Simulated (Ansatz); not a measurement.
What Yb → Ca does to Yb

Start from Yb in the fcc (Cu type) structure (space group Fm-3m, No. 225; a = 5.067 Å).

Modification: Ca takes the place of Yb on all its sites; the structure is relaxed again.

All numbers come from PBEsol (Ansatz, a quantum-chemistry and plane-wave program), no spin-orbit coupling, earlier PAW set. k-mesh 15×15×15 (Γ-centred); smearing 0.05 eV (Fermi–Dirac), for the changed cell.

| quantity | base | changed | shift |
|---|---|---|---|
| volume per atom | 32.52 Å³ | 40.58 Å³ | +8.06 Å³ |
| density | 8.84 g/cm³ | 1.64 g/cm³ | -7.20 g/cm³ |
| space group | Fm-3m (No. 225) | Fm-3m (No. 225) | – |
| shortest interatomic distance | 358.3 pm | 385.7 pm | +27.46 pm |
| band gap | zero | zero | – |

Cost of the whole job for the changed cell (relaxation, final SCF and bands): very roughly 11 core-seconds.

The state of the 4f shell was not checked for lower solutions. Stability against distortions was not tested. Seeded moments were not kept for the base. All final runs are without spin polarisation.
